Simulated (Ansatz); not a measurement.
**Carrier properties of CdS under load (space group P6_3mc)**

Data:

```
CELL_PARAMETERS angstrom
      4.18444     0.00000     0.00000
     -2.09222     3.62383     0.00000
      0.00000     0.00000     6.80594
ATOMIC_POSITIONS crystal
  Cd 0.33333 0.66667 0.99912
  Cd 0.66667 0.33333 0.49912
  S  0.33333 0.66667 0.37588
  S  0.66667 0.33333 0.87588
```

These are r2SCAN with spin-orbit coupling, rigid bands (plane waves, PAW; Ansatz, a first-principles code) values and carry that method's errors. Condition of this run: hydrostatic pressure of -2.4 GPa (compression positive) (the target of the relaxation). Geometry: cell and atoms relaxed with PBEsol, then loaded as said.

```
Quantity                                                                                                                                                             Result
---------------------------------------------------------------------------------------------------------------------------------------  ----------------------------------
band gap                                                                                                                                                            1.58 eV
electron conductivity mass (300 K, dilute)                                                                                               0.172 (x), 0.172 (y), 0.159 (z) mₑ
hole conductivity mass (300 K, dilute)                                                                                                      1.26 (x), 1.26 (y), 1.57 (z) mₑ
effective density of states N_c (300 K)                                                                                                                         1.7e18 cm⁻³
effective density of states N_v (300 K)                                                                                                                         5.0e19 cm⁻³
density-of-states mass, electrons                                                                                                                                  0.166 mₑ
density-of-states mass, holes                                                                                                                                       1.59 mₑ
Seebeck coefficient, n-type 1e19 cm⁻³, 300 K                                                                                                                       -99 μV/K
best n-type power factor at 300 K for τ = 10 fs (best axis; densities from 1e16 to 1e21 cm⁻³ tried, whether or not they can be reached)        1.61 μW/(cm·K²) at 1e19 cm⁻³
Seebeck coefficient, p-type 1e19 cm⁻³, 300 K                                                                                                                       390 μV/K
best p-type power factor at 300 K for τ = 10 fs (best axis; densities from 1e16 to 1e21 cm⁻³ tried, whether or not they can be reached)        11.8 μW/(cm·K²) at 3e20 cm⁻³
```

Rigid bands; masses and Seebeck coefficients take one relaxation time τ for all states and one kind of carrier; polarons and phonon drag are left out. Geometry: cell and atoms relaxed with PBEsol.
